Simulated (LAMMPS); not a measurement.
Consider LiCl (rock salt) with 25 % of Li sites K, 1000 atoms, at 660 K and 0 GPa, heated as the crystal in molecular dynamics.

Method: classical MD, pair style eim, file ffield.eim (LAMMPS).

Q: Give the density, the first peak of g(r), Cl-Li, the state found, the first peak of g(r), Cl-K as this potential yields it.

A: density: 1.8371 ± 0.0003 g/cm³; first peak of g(r), Cl-Li: 2.51 Å, height 8.0; state found: solid that has left the starting structure; no diffusion seen in 30 ps; first peak of g(r), Cl-K: 3.06 Å, height 9.6.

Caution: the random arrangement on this lattice is imposed, and need not be a phase that exists in equilibrium.
